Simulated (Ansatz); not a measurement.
Cubic perovskite CsPbBr3 (cubic high-temperature phase) was calculated with LDA (Ansatz, an electronic-structure program, PAW).

The input as run:

Ansatz 0.2 input:
```yaml
crystal:
  lattice:
    - [5.7700385667, 0.0, 0.0]
    - [0.0, 5.7700385667, 0.0]
    - [0.0, 0.0, 5.7700385667]
  atoms:
    - { symbol: Cs, position: [0.0, 0.0, 0.0] }
    - { symbol: Pb, position: [0.5, 0.5, 0.5] }
    - { symbol: Br, position: [0.5, 0.0, 0.5] }
    - { symbol: Br, position: [0.0, 0.5, 0.5] }
    - { symbol: Br, position: [0.5, 0.5, 0.0] }
basis:
  ecutwfc: 520
  ecutrho_ratio: 4
  xc_grid: 2
kpoints:
  mp_grid: { grid: [6, 6, 6] }
hamiltonian:
  xc: lda
  dispersion: none
  pseudopotentials: { kind: paw }
scf:
  occupations: { method: fermi_dirac, width: 0.01 }
  convergence: { dr2_threshold: 0.0000000005 }
output:
  forces: true
  stress: true
  eigenvalues: true
```

Output (set-up and result lines):

```
Crystal: 5 atoms, lattice volume = 192.104 Å³
Basis set: ecut = 520 eV, 5185 PW (Γ), exchange–correlation on 90×90×90 points (8 copies of the dense FFT grid, shifted against one another)
Bands: 27, of which v1, the nominal top of the filled ones, is band 22 counted from 1 (21 counted from 0)
Symmetry: 48 space group operations
Space group: Pm-3m (ITA 221), of the structure as read, at distance tolerance 5.8e-5 Å
k-points: 20 of 216
Functional: x = slater, c = lda
SCF iter   1: F=—  HF=-25194.963591 eV  |F-HF|=—  |Δ(HF+E_count)|=         —  Δρ=3.83e-3  dr2=1.92e-2
SCF iter   2: F=—  HF=-25194.959583 eV  |F-HF|=—  |Δ(HF+E_count)|=   4.01e-3  Δρ=2.00e-3  dr2=5.46e-3
  ...
SCF iter   7: F=—  HF=-25194.958345 eV  |F-HF|=—  |Δ(HF+E_count)|=  5.78e-10  Δρ=7.94e-7  dr2=2.34e-9
SCF iter   8: F=-25194.958345 eV  HF=-25194.958345 eV  |F-HF|=1.09e-11  |Δ(HF+E_count)|=  3.42e-10  Δρ=1.55e-7  dr2=6.05e-11
SCF 1 converged in 8 iterations: F = -25194.958345 eV  dr2 = 6.05e-11
SCF converged after 8 iterations
Free energy (F): -25194.958345 eV
Internal energy: -25194.958345 eV  (E = F + TS)
E sigma→0 (E₀):  -25194.958345 eV
Fermi energy:    4.808997 eV
--- Forces (eV/Å), atoms counted from 1 ---
  atom   1  Cs    -0.00000000    -0.00000000    -0.00000000
  atom   2  Pb     0.00000000    -0.00000000     0.00000000
  atom   3  Br    -0.00000000    -0.00000000    -0.00000000
  atom   4  Br     0.00000000     0.00000000    -0.00000000
  atom   5  Br     0.00000000    -0.00000000    -0.00000000
--- Stress (GPa, compression-positive) ---
        0.002707       0.000000       0.000000
       -0.000000       0.002707       0.000000
        0.000000       0.000000       0.002707
  P = ⅓ Tr σ = 0.0027 GPa (0.027 kbar)
```

The PAW data were made under PBE.

Note: held by symmetry at 0 K, a high-temperature phase can be a saddle point.
